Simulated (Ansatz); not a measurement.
The reference is InSb in the zinc blende structure (space group F-43m, No. 216; a = 6.5189 Å). Axes: x, y, z lie along the cube axes.

The values are results of Ansatz (a program for electronic structure) PBEsol, spin-orbit coupling left out, not measurements.

For the base:

- Shortest interatomic distance = 282.3 pm
- Pressure = 0.0 GPa
- Band gap = zero

Modification: uniaxial strain ε_zz = +0.50 %, all other strain components held at zero; the atoms relax in the strained cell.

**Question.** Predict the new shortest interatomic distance, pressure, band gap and energy relative to the base.

**Answer.** The shortest interatomic distance increases by 0.47 pm (282.3 pm → 282.7 pm); the pressure (mean of the normal stresses, compression positive) goes from zero to -0.2 GPa; the band gap stays zero; the energy hardly moves.

With Sb present, leaving out spin-orbit coupling can change the band edges. No phonon test of stability was made. The final runs are not spin-polarised. The zero or small gap of InSb can change with the level of theory.
